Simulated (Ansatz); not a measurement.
The starting structures come from a database of crystals and need not be the phases stable at ambient conditions.

By PBEsol, the system below comes out a metal.

The ballistic (Sharvin) conductance counts the channels at the Fermi level: G/A = (e²/h) × channels of both spins per area.

Given:

```
CELL_PARAMETERS angstrom
      4.32369     0.00000     0.00000
      0.00000     5.43252     0.00000
      0.00000     0.00000     4.76457
ATOMIC_POSITIONS crystal
  Cu 0.50000 0.00000 0.30100
  Cu 0.00000 0.50000 0.69900
  Cu 0.00000 0.24948 0.15581
  Cu 0.00000 0.75052 0.15581
  Cu 0.50000 0.25052 0.84419
  Cu 0.50000 0.74948 0.84419
  Sn 0.50000 0.50000 0.34118
  Sn 0.00000 0.00000 0.65882
```

Space group of this cell: Pmmn. The cell is taken as given; by PBEsol its mean pressure is -1.7 GPa.

The current flows along the normal of the first two printed cell vectors. No spin-orbit coupling; the value is a mean over 0.1 eV about the Fermi level.

**Question.** Give the ballistic conductance per area that PBEsol run with Ansatz (a quantum-chemistry and plane-wave program) yields.

**Answer.** 0.73 × 10¹⁵ S/m² for both spins.
